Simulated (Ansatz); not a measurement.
# Step by step: reaction energy

Consider the reaction energy. Reaction: 2 PbO (P4/nmm) + PbS (rock salt) → 3 Pb (fcc) + SO2 (gas). A negative value means that the right-hand side lies lower.

PbO (P4/nmm), 4 atoms in the cell. Conventional cell: a = b = 4.034 Å, c = 5.005 Å, α = β = γ = 90.00°.

PbS (rock salt, Fm-3m), 2 atoms in the cell. Conventional cell: a = b = c = 5.934 Å, α = β = γ = 90.00°.

Method: Ansatz (a quantum-chemistry and plane-wave program), PAW, neutral cells at 0 K with nuclei at rest, on structures from PBE+D3(BJ). Ansatz runs with its default PAW set. Other levels take these structures, unless marked own geometry. The lattices are those relaxed with PBE+D3(BJ), so at other levels the solids can be strained, which adds to the spread. A dispersion term (D3(BJ), or D4 for r2SCAN) was computed beside these levels and is taken off wherever the name lacks it. Spin-orbit coupling is left out.

Total energies of the cells in eV, at zero smearing width. They compare only within one column; the weights balance every element.

```
cell             atoms  weight        r2SCAN  r2SCAN+D4 (own geometry)
---------------  -----  ------  ------------  ------------------------
Pb (fcc)             1      +3  -11920.85510              -11920.99162
PbO (P4/nmm)         4      −1  -24978.64263              -24979.03842
PbS (rock salt)      2      −1  -12827.99813              -12828.26172
SO2 (gas)            3      +1   -2040.59162               -2040.61703
```

r2SCAN: 3 × (-11920.85510) − (-24978.64263) − (-12827.99813) + (-2040.59162) = 3.484 eV.

r2SCAN+D4 (own geometry): 3 × (-11920.99162) − (-24979.03842) − (-12828.26172) + (-2040.61703) = 3.708 eV.

What follows from the r2SCAN value: Per mole of the reaction as written, 3.484 eV × 96.485 = 336.2 kJ.
